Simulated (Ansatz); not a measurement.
## WC under a change: biaxial strain −1.64 %, plane normal [001], relaxed out of plane

Consider WC (space group P-6m2, No. 187; a = 2.912 Å, c = 2.836 Å). Axes: x lies along a and z along c of the hexagonal cell.

The change: biaxial strain −1.64 %, plane normal [001], relaxed out of plane (Cartesian); in-plane vectors clamped, the third vector and the atoms free.

Method: plane-wave PAW DFT at the r2SCAN level (Ansatz, a quantum-chemistry and plane-wave program, 500 eV), no spin-orbit coupling. k-mesh 18×18×16 (Γ-centred); smearing 0.05 eV (Fermi–Dirac).

```json
[
 {"quantity": "space group", "base": "P-6m2 (No. 187)", "changed": "P-6m2 (No. 187)", "shift": "–"},
 {"quantity": "shortest interatomic distance", "base": "2.200 Å", "changed": "2.184 Å", "shift": "-0.016 Å"},
 {"quantity": "pressure (mean of the normal stresses, compression positive)", "base": "0.0 GPa", "changed": "10.8 GPa", "shift": "+10.8 GPa"},
 {"quantity": "band gap", "base": "zero", "changed": "zero", "shift": "–"},
 {"quantity": "out-of-plane strain (rough)", "base": "–", "changed": "+0.59 %", "shift": "–"},
 {"quantity": "mean in-plane stress (compression positive) (rough)", "base": "–", "changed": "+16.1 GPa", "shift": "–"}
]
```

Final structure (turned so that z lies along the plane normal):

```yaml
crystal:
  lattice:
    - [2.86440, 0.00000, 0.00000]
    - [1.43220, 2.48065, 0.00000]
    - [0.00000, 0.00000, 2.85292]
  atoms:
    - { symbol: W, position: [0.00000, 0.00000, 0.00000] }
    - { symbol: C, position: [0.66667, 0.66667, 0.50000] }
```

Without a gap, meshes like the base's 18×18×16 leave anisotropic stresses uncertain by several tenths of a GPa, and small strain energies with them. Whether these cells are dynamically stable was not tested. The final runs are not spin-polarised.
